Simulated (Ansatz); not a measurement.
For Ge3N4 (P6₃/m, No. 176; cell taken from a computed entry), LDA (plane waves, PAW; Ansatz, a first-principles code) gives:

| Item | Result |
|---|---|
| lattice parameter a | 7.992 Å |
| c axis length | 3.060 Å |

Question: What does PBE-D3(BJ) (plane waves, PAW; Ansatz) give for the same quantities?

Answer: 
- lattice constant a: 8.083 Å (goes up by 1.1 %)
- lattice parameter c: 3.098 Å (rises by 1.2 %)

Changes are worked out from the printed values.

Unless a cell is named, each level is at its own relaxed cell (LDA 12.09, PBE-D3(BJ) 12.52 Å³/atom).

Caveats: the relaxation could not lower the start's symmetry, so the cell can be a saddle point above a distorted one (LDA, PBE-D3(BJ)). Ansatz's density-functional and Hartree–Fock values are scalar-relativistic unless marked +SOC, with PAW data made under PBE.
